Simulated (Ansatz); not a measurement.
CsCl-type NiAl, treated with PBEsol (PAW; Ansatz, a first-principles code).

Settings: plane-wave cutoff 560 eV, 16×16×16 k mesh, Fermi–Dirac smearing 0.1 eV, perturbation theory, no spin polarisation, scalar-relativistic PAW data made under PBE.

Computed at the level's own relaxed cell.

```
AlNi
1.0
    2.86225     0.00000     0.00000
    0.00000     2.86225     0.00000
    0.00000     0.00000     2.86225
Al Ni
1 1
Cartesian
  1.43112   1.43112   1.43112
  0.00000   0.00000   0.00000
```

Harmonic phonon frequencies (cm⁻¹; i marks an imaginary mode):

| q point | frequencies |
|---|---|
| Γ | ___ |
| X | 173 173 207 270 270 374 |
| M | 130 130 197 262 359 359 |
| R | ___ |

Complete the blanks.


- Γ, frequencies: 0 0 0 302 302 302
- R, frequencies: 170 170 170 343 343 343

No imaginary mode appears at these points.
